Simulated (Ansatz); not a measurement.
# Hypothetical zinc blende PbTe: pressure series

Start from PbTe in the zinc blende structure (space group F-43m, No. 216; a hypothetical phase, not in the database extracts checked).

Space group F-43m (No. 216); a = b = c = 7.284 Å, α = β = γ = 90.00°

| atom | site | symmetry | x | y | z |
|---|---|---|---|---|---|
| Te | 4d | -43m | 0.7500 | 0.7500 | 0.7500 |
| Pb | 4a | -43m | 0.0000 | 0.0000 | 0.0000 |
(The calculation used a cell of 2 atoms; values per cell refer to that cell.)

Cell and atoms are relaxed at each pressure.

Level of theory: r2SCAN, PAW, 500 eV (Ansatz, a quantum-chemistry and plane-wave program; no SOC).

Q: Only one of these has no band gap. Which?
A. pressure 4.2 GPa
B. pressure 30 GPa
C. pressure −1 GPa

A: B, pressure 30 GPa. Computed: pressure −1 GPa: 0.84 eV; pressure 4.2 GPa: 0.41 eV; pressure 30 GPa: zero

The mesh was chosen for an insulator and is coarse for the gapless case. Spin-orbit coupling, missing from the scalar runs, can matter with Pb and Te. Load acts through the strain it causes; cell and atoms are relaxed under it. No phonon test of stability was made. Competing high-pressure phases were not computed. The final runs are not spin-polarised. A zero or small gap of PbTe under pressure 30 GPa can be the functional's error rather than a property of the material.
